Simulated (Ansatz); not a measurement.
How the equilibrium lattice constant a of TiS₂ (P-3m1, No. 164, 3 atoms in the cell; start COD 1537865) moves with the method

No measured value is used here.

Q: Put these levels in order of the equilibrium lattice constant a that they give for TiS₂ (P-3m1, No. 164, 3 atoms in the cell; start COD 1537865), smallest first: LDA (Ansatz, a quantum-chemistry and plane-wave program), PBE (Ansatz), PBE-D3(BJ) (Ansatz), PBEsol (Ansatz).

A: LDA (3.315 Å), PBEsol (3.351 Å), PBE-D3(BJ) (3.361 Å), PBE (3.415 Å)

PBE-D3(BJ), PBEsol, PBE, LDA: the relaxation could not lower the start's symmetry, so the cell can be a saddle point above a distorted one. Ansatz's density-functional and Hartree–Fock values are scalar-relativistic unless marked +SOC, with PAW data made under PBE.
